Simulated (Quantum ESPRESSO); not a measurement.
A self-consistent single point of Ni7Ge4 (Imm2, 11 atoms in the cell) with Quantum ESPRESSO.

Method: PBEsol, PSlibrary ultrasoft (PBE) pseudopotentials (plane waves; Quantum ESPRESSO).

```xyz
11
Lattice="-1.9840 5.0009 3.4186 1.9840 -5.0009 3.4186 1.9840 5.0009 -3.4186" Properties=species:S:1:pos:R:3 pbc="T T T"
Ni     1.9840     1.2220     3.3793
Ni     1.9840    -1.2220     3.3793
Ni     0.0000     1.2444     0.0188
Ni     0.0000     8.7575     0.0188
Ni     0.0000     0.0000     4.5457
Ni     1.9840     2.5410    -1.1389
Ni     0.0000     2.4600     2.2797
Ge     0.0000     2.5209     4.5623
Ge     1.9840     2.4801     1.1437
Ge     0.0000     0.0000     2.1640
Ge     0.0000     5.0009     2.4444
```

Reference input (self-consistent single point, DFT, PBEsol, plane waves, PSlibrary ultrasoft (PBE) pseudopotentials): ecutwfc = 50 Ry; ecutrho = 300 Ry; occupations = smearing; smearing = gaussian; degauss = 0.0036749 Ry; input_dft = pbesol; potentials = {Ni: Ni.pbe-n-rrkjus_psl.1.0.0.UPF, Ge: Ge.pbe-n-rrkjus_psl.1.0.0.UPF}; K_POINTS = automatic 8 8 8 0 0 0; conv_thr = 1e-10 Ry; mixing_beta = 0.3. This run's input differs from it in these lines:

```diff
@@ -39,3 +39,3 @@
 K_POINTS automatic
-8 8 8  0 0 0
+5 5 5  0 0 0
 CELL_PARAMETERS angstrom
```

Output, abridged:

```
     Self-consistent Calculation

     iteration #  1     ecut=    50.00 Ry     beta= 0.30

     total energy              =    -747.79628731 Ry
     estimated scf accuracy    <       1.57910307 Ry

     iteration #  2     ecut=    50.00 Ry     beta= 0.30

     total energy              =    -748.08671822 Ry
     estimated scf accuracy    <       1.96616458 Ry

     iteration #  3     ecut=    50.00 Ry     beta= 0.30

     total energy              =    -748.23315360 Ry
     estimated scf accuracy    <       2.11612838 Ry

   [... 14 blocks of this kind left out ...]

     iteration # 18     ecut=    50.00 Ry     beta= 0.30

     total energy              =    -748.33921860 Ry
     estimated scf accuracy    <          1.9E-10 Ry

     iteration # 19     ecut=    50.00 Ry     beta= 0.30
     End of self-consistent calculation

     the Fermi energy is    12.3453 ev

!    total energy              =    -748.33921861 Ry
     estimated scf accuracy    <          5.0E-11 Ry
     smearing contrib. (-TS)   =      -0.00047674 Ry
     internal energy E=F+TS    =    -748.33874186 Ry

     convergence has been achieved in  19 iterations

     Forces acting on atoms (cartesian axes, Ry/au):

     atom    1 type  1   force =     0.00000000    0.00261567    0.00049890
     atom    2 type  1   force =    -0.00000000   -0.00261567    0.00049890
     atom    3 type  1   force =     0.00000000    0.00274238   -0.00119434
     atom    4 type  1   force =     0.00000000   -0.00274238   -0.00119434
     atom    5 type  1   force =     0.00000000    0.00000000   -0.00067140
   [... lines left out ...]

     Total force =     0.007453     Total SCF correction =     0.000017

          total   stress  (Ry/bohr**3)                   (kbar)     P=      -46.59
  -0.00035083   0.00000000   0.00000000          -51.61        0.00        0.00
   0.00000000  -0.00032046   0.00000000            0.00      -47.14        0.00
   0.00000000   0.00000000  -0.00027877            0.00        0.00      -41.01

   JOB DONE.
```

The run converged in 19 iterations. Against the reference run the free energy goes down by 1.0 meV/atom, the pressure stays at -4.66 GPa and the largest force goes from 0.074 to 0.081 eV/Å.

The starting cell comes from a database of computed structures (which also holds hypothetical and non-ambient phases and stackings), without a prior relaxation at this level. Spin polarisation is off. With a pressure of about -5 GPa the cell is away from its equilibrium volume at this level.

Cost on one core of a shared machine: roughly 6 min.
